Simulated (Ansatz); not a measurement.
The starting structures come from a database of crystals and need not be the phases stable at ambient conditions.

 Where the default PAW files enter, the runs use the earlier of Ansatz's two default sets.

The decay constant κ of evanescent states in the gap governs leakage through a thin film.

Data:

```xyz
8
Lattice="4.7940 0.0000 0.0000 0.0000 5.5427 0.0000 0.0000 0.0000 5.8839" Properties=species:S:1:pos:R:3 pbc="T T T"
Pb     0.9120     2.8311     1.5774
Pb     3.3090     2.7115     4.3065
Pb     3.3090     5.4829     1.5774
Pb     0.9120     0.0598     4.3065
O      0.9119     5.0504     2.1162
O      3.3089     0.4923     3.7677
O      3.3089     3.2636     2.1162
O      0.9119     2.2791     3.7677
```

Space group of this cell: Pbcm. The cell was relaxed by PBE-D3(BJ); by r2SCAN its mean pressure is -1.3 GPa.

Transport runs along the normal of the first two printed cell vectors.

The gap is the functional's own. No spin-orbit coupling. Mid-gap values are interpolated on the energy grid.

### Question
Give the band gap and the smallest decay constant κ at mid-gap that Ansatz (a program for electronic structure) with r2SCAN yields.

### Answer
Gap 2.45 eV on a 6×6×6 mesh; κ = 0.298 1/Å, at the zone centre.
